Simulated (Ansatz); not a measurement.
The starting structures come from a database of crystals and need not be the phases stable at ambient conditions.

 Where the default PAW files enter, the runs use the earlier of Ansatz's two default sets.

Tunnelling through a barrier is set by its complex band structure: the current falls as exp(−2κd) with the smallest κ.

Data:

```xyz
6
Lattice="4.0414 0.0000 0.0000 0.0000 5.3309 0.0000 0.0000 0.0000 6.4375" Properties=species:S:1:pos:R:3 pbc="T T T"
Te     0.0000     4.1591     2.3620
Te     0.0000     1.1718     4.0755
Te     2.0207     1.4937     0.8568
Te     2.0207     3.8372     5.5807
Ru     0.0000     0.0000     0.0000
Ru     2.0207     2.6654     3.2187
```

Space group of this cell: Pnnm. The cell is taken as given.

Transport runs along the normal of the first two printed cell vectors.

No gap correction and no spin-orbit coupling; mid-gap values are interpolated between computed energies.

Question: State the band gap and the smallest decay constant κ at mid-gap according to r2SCAN (Ansatz, a program for electronic structure).

Answer: Gap 0.53 eV on a 8×6×6 mesh; κ = 0.178 1/Å, at (0.500, 0.000) of the in-plane reciprocal vectors. At the zone centre, at the nearest computed energy, the slowest state has κ = 0.19 1/Å.
